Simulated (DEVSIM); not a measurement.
Device: abrupt In0.53Ga0.47As n-p junction, at 350 K.

```
layer (left to right)        material  thickness (μm)  Nd (cm⁻³)  Na (cm⁻³)   τn (s)   τp (s)
---------------------  --------------  --------------  ---------  ---------  -------  -------
1                      In0.53Ga0.47As           0.840       1e17          -  3.7e-10  3.7e-10
2                      In0.53Ga0.47As             220          -     1.1e15  3.7e-10  3.7e-10
```

Left contact: ohmic. Right contact: ohmic. Voltage is applied to the left contact. Recombination: SRH at mid-gap, radiative, Auger. Mobility is μmin + (μ − μmin)/(1 + (N/Nref)^α).

The device is made up for the run: typed textbook-type constants, with dimensions and the other settings drawn at random. Values at 300 K; Nc and Nv go as T^1.5, mobilities as T to minus their exponent, the gap by Varshni's rule with the affinity fixed.

| parameter | In0.53Ga0.47As |
|---|---|
| gap (eV) | 0.74 |
| affinity (eV) | 4.51 |
| permittivity | 13.9 |
| Nc (cm⁻³) | 2.1e17 |
| Nv (cm⁻³) | 7.7e18 |
| μn (cm²/Vs) | 12000 |
| μp (cm²/Vs) | 300 |
| μn,min | 300 |
| μp,min | 10 |
| Nref,n | 1.3e17 |
| Nref,p | 4.9e17 |
| αn | 0.48 |
| αp | 0.4 |
| T exponent of μn | 1.6 |
| T exponent of μp | 1.6 |
| B (cm³/s) | 9.6e-11 |
| Cn (cm⁶/s) | 5e-29 |
| Cp (cm⁶/s) | 5e-29 |
| Varshni α (eV/K) | 0.00035 |
| Varshni β (K) | 190 |

DEVSIM, 1D drift-diffusion, Boltzmann statistics, complete ionisation; no tunnelling, impact ionisation, image-force lowering or self-heating.

Base results: potential step across the device at zero bias (V) 0.422; largest field in the device at zero bias (V/cm) 19000.

Task: What follows from this one change: doping Na of layer 2 1.1e+15 → 1.1e+14 cm^-3?

Result: potential step across the device at zero bias 0.422 → 0.352 V; largest field in the device at zero bias 19000 → 17000 V/cm.

Task: What follows from this one change: temperature 350 → 500 K?

Result: potential step across the device at zero bias 0.422 → 0.218 V; largest field in the device at zero bias 19000 → 21000 V/cm.
